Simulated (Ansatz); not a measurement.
Ga2O3, response to strain

Base system: Ga₂O₃ in the corundum structure (space group R-3c, No. 167; a = 4.950 Å, c = 13.306 Å (hexagonal axes)).

Strains are applied to the cell and any free atomic positions relax.

Method: LDA in Ansatz (plane waves to 420 eV, PAW, without spin-orbit coupling).

Notes on the quantities. pressure: mean of the normal stresses, compression positive.

| isotropic strain (%) | pressure (GPa) |
|---|---|
| -3 | 26.9 |
| -2.25 | 19.1 |
| -1.5 | ? |
| -0.75 | 5.7 |
| 0 | 0.0 |

Q: Fit P = P₀ − Bδ + Cδ² with δ = (1 + ε)³ − 1 to the rows shown and predict the withheld row.

A: Least squares on the printed values gives P₀ = 0.0 GPa, B = 234 GPa (at held cell shape), C = 841 GPa (largest residual 0.0 GPa); this predicts 12.1 GPa, and the run gives 12.1 GPa, in agreement.

Stability against distortions was not tested.

Ansatz is an electronic-structure program.
